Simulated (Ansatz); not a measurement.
We look at the reaction energy. Reaction: SiO2 (quartz) + Ti (hcp) → TiO2 (rutile) + Si (diamond). A negative value means that the right-hand side lies lower.

TiO2 (rutile, P4₂/mnm), 6 atoms in the cell; spin state with PBE: run without spin, k-point mesh 12×8×8 on the run's own vectors.
Space group P4₂/mnm (No. 136); a = b = 4.644 Å, c = 2.964 Å, α = β = γ = 90.00°

```csv
atom,site,symmetry,x,y,z
Ti,2b,m.mm,0.0000,0.0000,0.5000
O,4g,m.2m,0.3051,0.3051,0.5000
```

Si (diamond, Fd-3m), 2 atoms in the cell, k-point mesh 10×10×10 on the run's own vectors. Conventional cell: a = b = c = 5.470 Å, α = β = γ = 90.00°.

SiO2 (quartz, P3₁21), 9 atoms in the cell, k-point mesh 12×12×6 on the run's own vectors.
```cif
data_O6Si3
_chemical_formula_sum 'Si3 O6'
_space_group_name_H-M_alt 'P 1'
_space_group_IT_number 1
_cell_length_a 5.01715
_cell_length_b 5.01715
_cell_length_c 5.50651
_cell_angle_alpha 90.000
_cell_angle_beta 90.000
_cell_angle_gamma 120.000
loop_
_space_group_symop_operation_xyz
  'x, y, z'
loop_
_atom_site_label
_atom_site_type_symbol
_atom_site_fract_x
_atom_site_fract_y
_atom_site_fract_z
_atom_site_occupancy
Si1 Si 0.52399 0.52399 0.00000 1
Si2 Si 0.47601 0.00000 0.33333 1
Si3 Si 0.00000 0.47601 0.66667 1
O1 O 0.25672 0.41435 0.79380 1
O2 O 0.58565 0.84236 0.12713 1
O3 O 0.15764 0.74328 0.46046 1
O4 O 0.41435 0.25672 0.20620 1
O5 O 0.84236 0.58565 0.87287 1
O6 O 0.74328 0.15764 0.53954 1
```

Ti (hcp, P6₃/mmc), 2 atoms in the cell; spin state with PBE: run without spin, k-point mesh 24×24×14 on the run's own vectors. Conventional cell: a = 2.9389 Å, b = 2.9389 Å, c = 4.6552 Å, α = 90.00°, β = 90.00°, γ = 120.00°.

All numbers come from Ansatz (a first-principles code), plane waves with PAW, its PAW set soft_1, cutoff 420 eV, 500 eV for r2SCAN. The structures are at rest with PBE; other levels are single points on them, but for the rows marked own geometry. HSE06 runs on coarser k-point meshes, mended by the PBE difference between the two meshes. Some cells are metallic or hold partly filled levels, where a hybrid on a coarse mesh is less sure. Neutral cells; Fermi-Dirac smearing of at most 0.10 eV in the solids, energies taken to zero width. The lattices are those relaxed with PBE, so at other levels the solids can be strained, which adds to the spread. A dispersion term (D3(BJ), or D4 for r2SCAN) was computed beside these levels and is taken off wherever the name lacks it. Space groups of crystals are read within 0.01 Å. No zero-point or thermal terms. No structure search was made; lower ones may exist.

Question: Estimate the value that PBE returns for this input.

Answer: -0.72 eV, for SiO2 (quartz) + Ti (hcp) → TiO2 (rutile) + Si (diamond).

Question: How does the value move with the functional?

Answer: 
```csv
Level,value (eV),less PBE
PBE+D3(BJ),-0.75,-0.03
r2SCAN+D4,-0.98,-0.26
HSE06+D3(BJ),-0.76,-0.04
r2SCAN (own geometry),-0.88,-0.16
```

The levels shown span 0.26 eV, from r2SCAN+D4 (-0.98) to PBE (-0.72).
